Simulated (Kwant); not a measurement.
Model system: six-terminal Hall bar in a GaAs two-dimensional gas. Effective mass 0.067 mₑ, grid spacing 3.8 nm, hard walls, nominal width 100 nm (27 grid rows, so walls 106.4 nm apart), one parabolic valley, scattering region 260 nm long along x; energies count from the band bottom; Fermi energy 0.0274 eV. Four side probes 50 nm wide, two on each edge; current runs along x; the sign of the Hall resistance is a convention. Perpendicular field swept from 1.3215 to 26.958 T, also in the leads; orbital effect alone.

The device is made up for the run: typed textbook-type constants, with dimensions and the other settings drawn at random.

Kwant, effective-mass tight-binding model on a square grid, one spin, coherent transport at 0 K. Resistances are in h/e².

How many Landau levels lie under the Fermi energy, and what Hall resistance follows, at 27.4 meV and 9.14 T; 27.4 meV and 13.5 T; 27.4 meV and 15.7 T; 27.4 meV and 17.8 T?

ħωc = ħeB/m = 1.73 meV a tesla; levels lie at (n + ½)ħωc. E/ħωc = 1.73 gives 2 levels and h/(2e²) = 0.500; simulated 0.500. E/ħωc = 1.18 gives 1 level and h/(1e²) = 1.000; simulated 1.000. E/ħωc = 1.01 gives 1 level and h/(1e²) = 1.000; simulated 1.000. E/ħωc = 0.89 gives 1 level and h/(1e²) = 1.000; simulated 1.000.
